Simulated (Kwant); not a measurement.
Model system: π system C1=CC2=CC=CC2=C1 between two chain leads. The π system is taken as planar. Atoms are numbered from 0 in the order of the SMILES. Site energies (eV, carbon 0): [0.0, 0.0, 0.0, 0.0, 0.0, 0.0, 0.0, 0.0]. Bonds (i, j, β in eV): (0,1,-2.7) (1,2,-2.7) (2,3,-2.7) (3,4,-2.7) (4,5,-2.7) (5,6,-2.7) (6,7,-2.7) (7,0,-2.7) (6,2,-2.7). Leads: chains of hopping −4.1 eV, joined by −1.4 eV to atoms 0 and 5.

Site energies and bond integrals are typed Hückel values.

Kwant, Hückel tight-binding model, one pz orbital an atom, one spin, coherent transport at 0 K. Conductance is in e²/h.

Sweep values stay those of the base run.

Base results: transmission at E = 0 < 1e-12.

What follows from this one change: contacts moved from atoms [0, 5] to [3, 7]?

transmission at E = 0 < 1e-12 → 1.00.

What follows from this one change: contacts moved from atoms [0, 5] to [0, 4]?

transmission at E = 0 < 1e-12 → 0.030.
